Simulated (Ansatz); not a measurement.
## Response to strain in Cu3Au

Start from Cu₃Au in the Cu3Au type structure (space group Pm-3m, No. 221; a = 3.781 Å; relaxed with 0.1 eV smearing).

Strains are applied to the cell and any free atomic positions relax.

All numbers come from PBE/PAW in Ansatz (a program for electronic structure), spin-orbit coupling left out.

Notes on the quantities. energy relative to the base: free energy F.

| isotropic strain (%) | energy relative to the base (meV/atom) |
|---|---|
| -2.72 | 44.8 |
| 0 | 0.0 |
| 0.71 | 2.6 |
| 0.98 | ? |
| 2.41 | 28.1 |

Fit ΔE = Aε² + Bε³ (ε in %) to the rows shown and predict the withheld row.

Least squares on the printed values gives A = 5.41 and B = -0.24 meV/atom (largest residual 0.0 meV/atom); this predicts 5.0 meV/atom, and the run gives 4.9 meV/atom, in agreement.

Whether these cells are dynamically stable was not tested. The final runs are not spin-polarised.
